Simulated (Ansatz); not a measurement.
The parent structure is ZrSi2 (space group Cmcm, No. 63).

```yaml
crystal:
  lattice:
    - [1.85229, -7.39763, 0.00000]
    - [1.85229, 7.39763, 0.00000]
    - [0.00000, 0.00000, 3.67900]
  atoms:
    - { symbol: Si, position: [0.94686, 0.05314, 0.75000] }
    - { symbol: Si, position: [0.05314, 0.94686, 0.25000] }
    - { symbol: Si, position: [0.24979, 0.75021, 0.75000] }
    - { symbol: Si, position: [0.75021, 0.24979, 0.25000] }
    - { symbol: Zr, position: [0.60539, 0.39461, 0.75000] }
    - { symbol: Zr, position: [0.39461, 0.60539, 0.25000] }
```

Cartesian axes are those of the cell as printed.

Level of theory: PBE/PAW in Ansatz (a first-principles code), no spin-orbit coupling, earlier PAW set.

Strains are applied to the cell and any free atomic positions relax; under biaxial strain the out-of-plane vector relaxes too.

One change was made to it. Results:

```tsv
quantity	base	after
pressure (mean of the normal stresses, compression positive)	0.0 GPa	-3.4 GPa
energy relative to the base (free energy F)	0 meV/atom	+13 meV/atom
shortest interatomic distance	242.0 pm	241.9 pm
```

Question: Name the change that was made.
(A) uniaxial strain ε_zz = +5.05 %
(B) biaxial strain +2.31 %, plane normal [001], relaxed out of plane
(C) biaxial strain +0.29 %, plane normal [001], relaxed out of plane
(D) isotropic strain −2.83 %
(E) uniaxial strain ε_zz = −2.57 %

Answer: B, biaxial strain +2.31 %, plane normal [001], relaxed out of plane. For comparison, the energy relative to the base in the other runs: biaxial strain +0.29 %, plane normal [001], relaxed out of plane gives +0.2 meV/atom; uniaxial strain ε_zz = +5.05 % gives +33 meV/atom; uniaxial strain ε_zz = −2.57 % gives +10 meV/atom; isotropic strain −2.83 % gives +53 meV/atom.

Without a gap, meshes like the base's 13×13×13 leave anisotropic stresses uncertain by several tenths of a GPa, and small strain energies with them. No phonon test of stability was made. The final runs are not spin-polarised.
